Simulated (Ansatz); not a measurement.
**Pressure series in WO3**

Take WO$_{3}$ (space group Cmcm, No. 63; a cell from a computed database, its experimental status unchecked) as the base.

WO3 is modelled in the orthorhombic space group Cmcm (No. 63), Pearson symbol oS16. Cell: a = 5.4539 Å, b = 5.4743 Å, c = 7.4603 Å, α = 90.00°, β = 90.00°, γ = 90.00°. W on 4c sees 2 O at 1.779 Å and 2 O at 1.893 Å and 2 O at 2.096 Å. O1 on 4b is surrounded by 2 W at 1.893 Å (linear). O2 on 8g is coordinated by 1 W at 1.779 Å and 1 W at 2.096 Å. (Neighbours: up to the widest gap in distance over summed covalent radii, below 1.35, at either atom; cation-cation and far metal-metal contacts left out.)
(The calculation used a cell of 8 atoms; values per cell refer to that cell.)

Cell and atoms are relaxed at each pressure.

Levels (all Ansatz, a first-principles code, PAW): PBEsol (420 eV, no spin-orbit coupling); HSE06 (420 eV, no SOC).

Band gaps by level, all at the geometries relaxed with PBEsol:

```tsv
case	PBEsol	HSE06
base	1.35 eV	2.59 eV
pressure −1 GPa	1.37 eV	2.62 eV
pressure 0.3 GPa	1.34 eV	2.59 eV
pressure 0.7 GPa	1.34 eV	2.58 eV
pressure 3 GPa	1.30 eV	2.55 eV
pressure 5 GPa	1.28 eV	2.53 eV
pressure 7.5 GPa	1.27 eV	2.51 eV
pressure 10 GPa	1.26 eV	2.51 eV
```

Single points use the geometry relaxed with PBEsol. The hybrid gap comes from the SCF mesh plus the semilocal run's edge points and a few special points and is an upper bound. With W present, leaving out spin-orbit coupling can change the band edges. Load acts through the strain it causes; cell and atoms are relaxed under it. No phonon test of stability was made. Competing high-pressure phases were not computed.
